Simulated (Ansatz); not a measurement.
The starting structures come from a database of crystals and need not be the phases stable at ambient conditions.

By PBEsol, the system below comes out a metal.

A figure of merit of an interconnect metal is its ballistic conductance per area.

Data:

```xyz
4
Lattice="4.0389 0.0000 0.0000 0.0000 4.0389 0.0000 0.0000 0.0000 3.9597" Properties=species:S:1:pos:R:3 pbc="T T T"
Zr     0.0000     0.0000     0.0000
Ir     2.0194     2.0194     0.0000
Ir     0.0000     2.0194     1.9798
Ir     2.0194     0.0000     1.9798
```

Space group of this cell: P4/mmm. The cell is strained (lengths across the current scaled by 1.02, ions clamped); by PBEsol its mean pressure is -15.4 GPa.

The current flows along the normal of the first two printed cell vectors, the (001) (indices of the unstrained crystal) plane of the conventional cell. No spin-orbit coupling; the value is a mean over 0.1 eV about the Fermi level.

Give the ballistic conductance per area that PBEsol (Ansatz, a first-principles code) yields.

0.97 × 10¹⁵ S/m² for both spins.
